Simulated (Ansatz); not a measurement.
A computed series for hypothetical anti-perovskite Cs3AuS: pressure series

Take Cs3AuS in the anti-perovskite structure (space group Pm-3m, No. 221; a = 6.677 Å; a hypothetical phase, not in the database extracts checked) as the base.

Cell and atoms are relaxed at each pressure.

All numbers come from PBE in Ansatz (plane waves to 420 eV, PAW, no spin-orbit coupling).

| variant | width of the top valence band | electron mass | shortest interatomic distance | band gap |
|---|---|---|---|---|
| base | 1.06 eV | 0.34 mₑ along k, 0.56 mₑ across (at X) | 3.339 Å | 1.14 eV |
| pressure −1 GPa | 0.74 eV | 0.38 mₑ along k, 0.57 mₑ across (at X) | 3.525 Å | 1.29 eV |
| pressure 0.3 GPa | 1.14 eV | 0.34 mₑ along k, 0.56 mₑ across (at X) | 3.303 Å | 1.09 eV |
| pressure 0.7 GPa | 1.23 eV | 0.33 mₑ along k, 0.55 mₑ across (at X) | 3.263 Å | 1.03 eV |
| pressure 1.5 GPa | 1.40 eV | 0.32 mₑ along k, 0.54 mₑ across (at X) | 3.200 Å | 0.92 eV |
| pressure 3 GPa | 1.68 eV | 0.31 mₑ along k, 0.52 mₑ across (at X) | 3.112 Å | 0.72 eV |
| pressure 5 GPa | 2.01 eV | 0.29 mₑ along k, 0.49 mₑ across (at X) | 3.027 Å | 0.47 eV |
| pressure 7.5 GPa | 2.36 eV | 0.28 mₑ along k, 0.44 mₑ across (at X) | 2.948 Å | 0.20 eV |
| pressure 10 GPa | – | – | 2.886 Å | zero |

A case with no gap was solved on a k-mesh chosen for an insulator, which is coarse for it. Spin-orbit coupling, missing from the scalar runs, can matter with Au. Load acts through the strain it causes; cell and atoms are relaxed under it. Effective masses come from finite differences of ±0.01 Å⁻¹. Along k means along the line from Γ to the band edge. Whether these cells are dynamically stable was not tested. Competing high-pressure phases were not computed. All final runs are without spin polarisation. The zero or small gap of Cs3AuS under pressure 7.5 GPa and Cs3AuS under pressure 10 GPa can change with the level of theory.

Ansatz is an electronic-structure program.
